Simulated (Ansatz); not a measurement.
Data:

```yaml
crystal:
  lattice:
    - [0.00000, 2.82951, 2.82951]
    - [2.77377, 0.00000, 2.82951]
    - [2.77377, 2.82951, 0.00000]
  atoms:
    - { symbol: As, position: [0.75000, 0.75000, 0.75000] }
    - { symbol: Ga, position: [0.00000, 0.00000, 0.00000] }
```

A single point on GaAs with a change (uniaxial strain ε_xx = −1.97 %), its geometry relaxed with PBEsol.

All numbers come from Ansatz (a first-principles code) PBEsol, noncollinear with spin-orbit coupling. k-mesh 10×10×10 (Γ-centred); smearing 0.05 eV (Fermi–Dirac).

### Question
Predict the valence-band top at Γ, pressure, band gap and width of the top valence band.

### Answer
* **Valence-band top at Γ (three highest Kramers pairs, from the VBM)**: 0.00, -0.08, -0.39 eV
* **Pressure**: 14.3 kbar
* **Band gap**: 0.41 eV
* **Width of the top valence band**: 3.59 eV

Single points use the geometry relaxed with PBEsol. Whether these cells are dynamically stable was not tested. The cell was made from GaAs in the zinc blende structure (space group F-43m, No. 216) by this change: uniaxial strain ε_xx = −1.97 %.
